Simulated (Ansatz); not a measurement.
## NH2 on the 1x1 (110) surface of zinc-blende GaAs (cut with top plane As + Ga), one in a 2x1 cell, started at the site 'bridge As-Ga (span 5.0 Å)'

Host crystal: zinc-blende GaAs, with a band gap (PBE, scalar-relativistic without spin-orbit coupling).

The numbers are results of PBE (plane waves to 420 eV, PAW; Ansatz, a quantum-chemistry and plane-wave program), not measurements.

Slab: 23 atoms, 8.6 Å thick at the start under the adsorbate (thin: gaps and levels are the slab's own); k 3x4x1, smearing 0.01 eV, dipole-corrected; 8 atoms held, the rest relaxed; no symmetry held; spin-polarised, ending with about 0.8 μB a cell, a value that depends on the mesh; orders that need a larger cell were not tried, no spin-orbit, no U, no dispersion correction. The slab shows no gap over 0.04 eV on its mesh. At the end it is bonded to Ga. In PBE it is, or lies within 0.03 eV of, the lowest of the starts that converged.

- adsorption energy against NH3(g) − ½ H2(g): 0.83 eV
- work function of the top face: 4.83 eV
- change of the step from the bottom to the top vacuum level, against the clean slab: -0.20 eV
- energy released by relaxation: 1.34 eV
- height of the binding atom over the mean of the host atoms within 0.3 Å of the top one: 2.484 bohr
- nearest host atoms of the binding atom: Ga at 1.87 Å, As at 3.48 Å, As at 3.61 Å
- largest move of a host atom: 0.64 Å
- note: in the relaxation the adsorbate left its starting site by 1.1 Å
- cost: around 90 core-minutes (rough)

A negative adsorption energy means that the adsorbate is more stable on the surface than in its reference.
